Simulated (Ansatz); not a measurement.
Levels about the gap of amorphous Si10B20O50 (80 atoms in a cell of 1220 Å³, 1.76 g/cm³; zone centre alone, so wide bands show as single levels with stretches between that a denser mesh fills), at the geometry that PBE relaxed, where it gives 0.0 GPa on a denser mesh. The participation number counts the atoms over which a state spreads; weights are charges in smoothed Voronoi cells. The levels come from a single point, so bond lengths are those of that geometry. Method of the levels: r2SCAN, scalar-relativistic without spin-orbit coupling (Ansatz, an electronic-structure program). Sampling: the zone centre alone; Fermi-Dirac width 0.02 eV; no spin polarisation. At PBE the levels at the filled edge of the gap are localised (band-tail or defect states).

A CHGNet melt-quench gave the starting glass, which DFT then relaxed. O atoms were pushed apart under 1.9 Å during the dynamics, to hinder bonds among them. The hot cell started wider than the set density and was brought back towards it in steps. It is the lowest in DFT energy of 2 quenches. It is a model cell: composition and starting density were chosen by hand, and all elements were melted together. No dispersion term was used. Its density started from a set value of 2.05 and ended at 1.76 g/cm³. The simulated quench (nominally 240 K/ps over its main leg) is rapid and tends to freeze in more defects than a deposited or slowly cooled glass has. A cell of this size samples the disorder only roughly. Volume and shape were free in the relaxation.

```json
[
 {"E - E(highest filled), eV": "-0.36", "filling": "filled", "participation number": "28.1", "largest on": "O, 2 neighbours", "weight O": "0.94", "weight B": "0.04", "weight Si": "0.01"},
 {"E - E(highest filled), eV": "-0.29", "filling": "filled", "participation number": "14.9", "largest on": "O, 2 neighbours", "weight O": "0.94", "weight B": "0.04", "weight Si": "0.02"},
 {"E - E(highest filled), eV": "-0.26", "filling": "filled", "participation number": "28.1", "largest on": "O, 2 neighbours", "weight O": "0.95", "weight B": "0.04", "weight Si": "0.01"},
 {"E - E(highest filled), eV": "-0.23", "filling": "filled", "participation number": "19.2", "largest on": "O, 2 neighbours", "weight O": "0.94", "weight B": "0.05", "weight Si": "0.01"},
 {"E - E(highest filled), eV": "-0.15", "filling": "filled", "participation number": "17.4", "largest on": "O, 2 neighbours", "weight O": "0.95", "weight B": "0.05", "weight Si": "0.01"},
 {"E - E(highest filled), eV": "-0.04", "filling": "filled", "participation number": "13.9", "largest on": "O, 2 neighbours", "weight O": "0.95", "weight B": "0.03", "weight Si": "0.01"},
 {"E - E(highest filled), eV": "0.00", "filling": "filled", "participation number": "12.2", "largest on": "O, 2 neighbours", "weight O": "0.95", "weight B": "0.04", "weight Si": "0.01"},
 {"E - E(highest filled), eV": "6.18", "filling": "empty", "participation number": "69.9", "largest on": "O, 2 neighbours", "weight O": "0.73", "weight B": "0.20", "weight Si": "0.07"},
 {"E - E(highest filled), eV": "7.04", "filling": "empty", "participation number": "17.9", "largest on": "B, 3 neighbours", "weight O": "0.33", "weight B": "0.65", "weight Si": "0.02"},
 {"E - E(highest filled), eV": "7.14", "filling": "empty", "participation number": "9.1", "largest on": "B, 3 neighbours", "weight O": "0.34", "weight B": "0.62", "weight Si": "0.04"},
 {"E - E(highest filled), eV": "7.30", "filling": "empty", "participation number": "14.8", "largest on": "B, 3 neighbours", "weight O": "0.33", "weight B": "0.64", "weight Si": "0.02"},
 {"E - E(highest filled), eV": "7.38", "filling": "empty", "participation number": "27.7", "largest on": "B, 3 neighbours", "weight O": "0.44", "weight B": "0.53", "weight Si": "0.03"},
 {"E - E(highest filled), eV": "7.61", "filling": "empty", "participation number": "22.6", "largest on": "B, 3 neighbours", "weight O": "0.39", "weight B": "0.57", "weight Si": "0.04"},
 {"E - E(highest filled), eV": "7.62", "filling": "empty", "participation number": "43.1", "largest on": "B, 3 neighbours", "weight O": "0.55", "weight B": "0.40", "weight Si": "0.05"}
]
```

Most localised among these is the empty level at +7.14 eV, on a B atom, which has 3 neighbours (O 1.36 Å, O 1.37 Å, O 1.38 Å).
